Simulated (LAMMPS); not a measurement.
MD from the crystal across the composition of Al (fcc) with a share x of Al sites Co; all at 300 K and zero pressure.

Computed with classical MD, pair style eam/alloy, file CoAl.eam.alloy; code LAMMPS.

```csv
x,volume,state,enthalpy,T (K)
0.1,16.0638 ± 0.0005 Å³/atom,crystal; no diffusion seen in 30 ps,-3.4851 ± 0.0001 eV/atom,300
0.25,14.5357 ± 0.0008 Å³/atom,crystal; no diffusion seen in 30 ps,-3.7783 ± 0.0001 eV/atom,300
0.5,12.5669 ± 0.0002 Å³/atom,crystal; no diffusion seen in 30 ps,-4.1836 ± 0.0001 eV/atom,300
0.75,11.5005 ± 0.0001 Å³/atom,crystal; no diffusion seen in 30 ps,-4.3888 ± 0.0001 eV/atom,300
0.9,11.2349 ± 0.0001 Å³/atom,crystal; no diffusion seen in 30 ps,-4.3741 ± 0.0001 eV/atom,300
```

Caution: the random arrangement on this lattice is imposed, and need not be a phase that exists in equilibrium.

States go by the mean squared displacement: a species diffuses where it passes 1.5 Å², still rises and gives D over 1e-6 cm²/s; a crystal has left its structure where atoms lie 0.35 Å off their sites on average or a cubic box changes its shape by 3 %, or the axial ratios of another lie 8 % off the starting cell's, which the potential's own relaxation can also do.

The ± values are statistical; the model's systematic error is not in them.
